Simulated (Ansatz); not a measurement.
System: SrZrO3 (Cmcm, No. 63, 20 atoms in the cell; start mp-3626; a measured phase of this formula has another space group). Method: PBEsol (plane waves, PAW; Ansatz, a first-principles code).

Numerical settings: plane-wave cutoff 520 eV, 6×6×4 k mesh (along the axes of the cell as run), Fermi–Dirac smearing 0.01 eV, scalar-relativistic PAW data made under PBE.

Cell (relaxed at this level):

Space group Cmcm (No. 63); a = 8.1298 Å, b = 8.2266 Å, c = 8.1958 Å, α = β = γ = 90.00°

| atom | site | symmetry | x | y | z |
|---|---|---|---|---|---|
| Sr | 4c | m2m | 0.0000 | 0.0122 | 0.7500 |
| Sr | 4c | m2m | 0.0000 | 0.4943 | 0.2500 |
| Zr | 8d | -1 | 0.2500 | 0.2500 | 0.0000 |
| O | 8g | ..m | 0.2987 | 0.2547 | 0.2500 |
| O | 8f | m.. | 0.0000 | 0.2108 | 0.0463 |
| O | 8e | 2.. | 0.2928 | 0.0000 | 0.0000 |
(The calculation used a cell of 20 atoms; values per cell refer to that cell.)

Question: Estimate the band gap and smallest direct gap on the k points sampled that the calculation returns.

Answer: 
- band gap = 3.55 eV
- smallest direct gap on the k points sampled = 3.58 eV

Spin–orbit coupling is not included.

It cost about 3 core-minutes (a rough figure) of CPU time.

A start named mp-… is a Materials Project structure, which need not be a measured phase.
